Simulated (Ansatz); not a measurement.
System: HfNi (Cmcm, No. 63; cell taken from a computed entry). Method: r²SCAN (Ansatz, a quantum-chemistry and plane-wave program, PAW).

Numerical settings: plane-wave cutoff 560 eV, 18×18×14 k mesh (along the axes of the cell as run), Fermi–Dirac smearing 0.05 eV, no spin polarisation, scalar-relativistic PAW data made under PBE.

Cell (relaxed at this level):

```
HfNi
1.0
    1.60651    -4.91602     0.00000
    1.60651     4.91602     0.00000
    0.00000     0.00000     4.04930
Hf Ni
2 2
Direct
  0.86052   0.13948   0.75000
  0.13948   0.86052   0.25000
  0.58372   0.41628   0.75000
  0.41628   0.58372   0.25000
```

Task: What does this level give for the bulk modulus B0?

Result: 
* **bulk modulus B0**: 162 GPa

The run finds no gap.

Note: the bulk modulus is −V dP/dV from two relaxed cells at ±2 % in volume; the relaxation could not lower the start's symmetry, so the cell can be a saddle point above a distorted one.

Spin–orbit coupling is not included.

The result took about 24 core-minutes (a rough figure).
